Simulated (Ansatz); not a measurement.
# ScAl3: biaxial strain −1.20 %, plane normal [001], relaxed out of plane

Start from ScAl₃ in the Cu3Au type structure (space group Pm-3m, No. 221; a = 4.072 Å; relaxed with 0.1 eV smearing). Axes: x, y, z lie along the cube axes.

Now apply this change: compressive biaxial strain of 1.20 % in the plane normal to [001], as in epitaxy on a mismatched substrate; the out-of-plane cell vector and the atoms relax.

Method: PBEsol (Ansatz, a first-principles code, PAW, no SOC). k-mesh 14×14×14 (Γ-centred); smearing 0.1 eV (Fermi–Dirac).

Volume per atom: 16.57 Å³ (base 16.89 Å³)
Shortest interatomic distance: 2.845 Å (base 2.880 Å)
Energy relative to the base (free energy F): +3.3 meV/atom
Pressure (mean of the normal stresses, compression positive): 1.8 GPa (base 0.0 GPa)
Band gap: zero (base zero)
Out-of-plane strain: +0.54 %
Ratio −ε⊥/ε∥: 0.45
Mean in-plane stress (compression positive): +2.7 GPa

No phonon test of stability was made. All final runs are without spin polarisation.
